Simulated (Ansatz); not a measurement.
Pd (model structure, started from the simple cubic type, Pm-3m, No. 221, 1 atoms in the cell)

All values below come from PBEsol in Ansatz (PAW).

Run with plane-wave cutoff 520 eV, 22×22×22 k mesh, Fermi–Dirac smearing 0.05 eV, scalar-relativistic PAW data made under PBE.

Cell (relaxed at this level):

```xyz
1
Lattice="2.5657 0.0000 0.0000 0.0000 2.5657 0.0000 0.0000 0.0000 2.5657" Properties=species:S:1:pos:R:3 pbc="T T T"
Pd     0.0000     0.0000     0.0000
```

```yaml
band_gap: zero (no gap)
bulk modulus B0: 149 GPa
```

Note: the bulk modulus is −V dP/dV from two relaxed cells at ±2 % in volume; the relaxation could raise the start's symmetry but not lower it, so the cell can be a saddle point.

Spin–orbit coupling is not included.

Computing time: about 16 core-seconds (a rough figure).

A model structure was made by putting elements into a prototype or built by hand; it is no filed structure, need not be a known phase, and can be a saddle point held by its symmetry.

Ansatz is a program for electronic structure.
